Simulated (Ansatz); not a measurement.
The reference is BN (space group P6_3/mmc, No. 194; a = 2.5005 Å, c = 6.4117 Å; layered, stacked along the Cartesian z axis).

Level of theory: DFT with PBEsol-D3(BJ), PAW potentials and a 420 eV plane-wave cutoff in Ansatz (a quantum-chemistry and plane-wave program), no SOC.

Strains are applied to the cell and any free atomic positions relax.

One change was made to it. Results:

The energy goes up by 61 meV/atom; the smallest direct gap rises by 0.11 eV, from 4.49 eV to 4.60 eV; the band gap goes up by 0.074 eV to 4.16 eV; the pressure (mean of the normal stresses, compression positive) goes from zero to 27.53 GPa.

Problem. Which change produced these results?
A. isotropic strain −0.60 %
B. isotropic strain −1.20 %
C. isotropic strain −2.40 %
D. isotropic strain −3.00 %

Solution. D, isotropic strain −3.00 %. For comparison, the energy relative to the base in the other runs: isotropic strain −1.20 % gives +9.2 meV/atom; isotropic strain −0.60 % gives +2.3 meV/atom; isotropic strain −2.40 % gives +38 meV/atom.

Stability against distortions was not tested.
